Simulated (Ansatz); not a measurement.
The starting structures come from a database of crystals and need not be the phases stable at ambient conditions.

The decay constant κ of evanescent states in the gap governs leakage through a thin film.

```yaml
crystal:
  lattice:
    - [6.56605, 0.00000, 0.00000]
    - [0.00000, 6.69005, 0.00000]
    - [1.53913, 3.34503, 4.33846]
  atoms:
    - { symbol: Mg, position: [0.16208, 0.34433, 0.51714] }
    - { symbol: Mg, position: [0.83792, 0.65567, 0.48286] }
    - { symbol: Mg, position: [0.33792, 0.86147, 0.48286] }
    - { symbol: Mg, position: [0.66208, 0.13853, 0.51714] }
    - { symbol: B, position: [0.75000, 0.11527, 0.00000] }
    - { symbol: B, position: [0.25000, 0.88473, 0.00000] }
    - { symbol: Br, position: [0.75000, 0.63076, 0.00000] }
    - { symbol: Br, position: [0.25000, 0.36924, 0.00000] }
    - { symbol: N, position: [0.81962, 0.26890, 0.68978] }
    - { symbol: N, position: [0.18038, 0.73110, 0.31022] }
    - { symbol: N, position: [0.68038, 0.95868, 0.31022] }
    - { symbol: N, position: [0.31962, 0.04132, 0.68978] }
```

Space group of this cell: C2/c. The cell is taken as given; by r2SCAN its mean pressure is -2.4 GPa.

Transport runs along the normal of the first two printed cell vectors.

No gap correction and no spin-orbit coupling; mid-gap values are interpolated between computed energies.

### Question
Compute, with r2SCAN in Ansatz (a quantum-chemistry and plane-wave program), the band gap and the smallest decay constant κ at mid-gap.

### Answer
Gap 3.83 eV on a 6×8×8 mesh; κ = 0.363 1/Å, at the zone centre.
